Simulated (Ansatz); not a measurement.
The parent structure is BP in the zinc blende structure (space group F-43m, No. 216; a = 4.5484 Å). Axes: x, y, z lie along the cube axes.

All numbers come from Kohn–Sham DFT with the PBE functional, run in Ansatz (a quantum-chemistry and plane-wave program) with PAW and 420 eV plane waves, no spin-orbit coupling.

Perturbation: an isotropic linear strain of +1.50 %, atoms relaxed at fixed cell.

Task: Predict the stress tensor and what it implies for the stiffness.

Result: Stress of the strained cell less that of the base (GPa, compression positive):
```
  -6.64    0.00    0.00
   0.00   -6.64    0.00
   0.00    0.00   -6.64
```

Then B = −ΔP/(ΔV/V₀) with ΔV/V₀ = 0.0457 gives secant stiffness values (nonlinear terms included at this strain): B ≈ 145 GPa.

As a check, the harmonic strain energy −½ V₀ Δσ:ε is 11 meV/atom; the computed energy rise is 12 meV/atom.

Stability against distortions was not tested.
